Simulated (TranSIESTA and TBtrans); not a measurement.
Device: In chain with a O atom beside one bond. Leads: straight In chain, spacing 2.9 Å. Geometry: as built, not relaxed. Transport runs along z; the first 4 and the last 4 of the 17 atoms are the lead cells, repeated to infinity.

```xyz
17
Lattice="9.000 0.000 0.000 0.000 9.000 0.000 0.000 0.000 46.400" Properties=species:S:1:pos:R:3 pbc="F F T"
In     4.500     4.500     0.000
In     4.500     4.500     2.900
In     4.500     4.500     5.800
In     4.500     4.500     8.700
In     4.500     4.500    11.600
In     4.500     4.500    14.500
In     4.500     4.500    17.400
In     4.500     4.500    20.300
In     4.500     4.500    23.200
In     4.500     4.500    26.100
In     4.500     4.500    29.000
In     4.500     4.500    31.900
O      6.200     4.500    21.750
In     4.500     4.500    34.800
In     4.500     4.500    37.700
In     4.500     4.500    40.600
In     4.500     4.500    43.500
```
Starting moments (μB): atom 13 +0.5.

Run with TranSIESTA and TBtrans (open boundaries, self-consistent; PseudoDojo norm-conserving potentials, scalar-relativistic): Spin polarized, PAO.BasisSize DZP, PAO.EnergyShift 0.15 eV, XC.Authors PBE, Mesh.Cutoff 200 Ry, ElectronicTemperature 300 K, TS.Voltage 0.0 eV, TBT.Elecs.Eta 0.001 eV.

Energies count from the leads' Fermi level. Transmissions are for each spin. The energy step is 0.01 eV; narrower resonances are cut or missed.

| E (eV) | T up | T down |
|---|---|---|
| -0.20 | 0.996 | 0.998 |
| -0.15 | 1.00 | 1.01 |
| -0.10 | 1.01 | 1.02 |
| -0.05 | 1.02 | 1.02 |
| 0.00 | 1.02 | 1.02 |
| 0.05 | 1.02 | 1.01 |
| 0.10 | 1.02 | 1.01 |
| 0.15 | 1.02 | 1.02 |
| 0.20 | 1.02 | 1.02 |

Task: Give the zero-bias conductance in μS and the resistance at 300 K.

Result: At the Fermi level the mean of both spins is (1.02 + 1.02)/2 = 1.02. Averaged with −∂f/∂E over the full grid (kT = 25.9 meV) it is 1.02. With G0 = 2e²/h = 77.48 μS, G = 79.0 μS and R = 1/G = 12.7 kΩ.

Task: The eigenchannels at the Fermi level (both spins) transmit 0.977, 0.0457, 0.964, 0.0497. What Fano factor of the shot noise follows at low temperature and bias?

Result: F = Σ τ(1 − τ)/Σ τ = 0.148/2.04 = 0.07.

Moments were seeded on the central atoms alone, and one start was tried. The straight chain is held at its spacing; free chains may zigzag or dimerise.
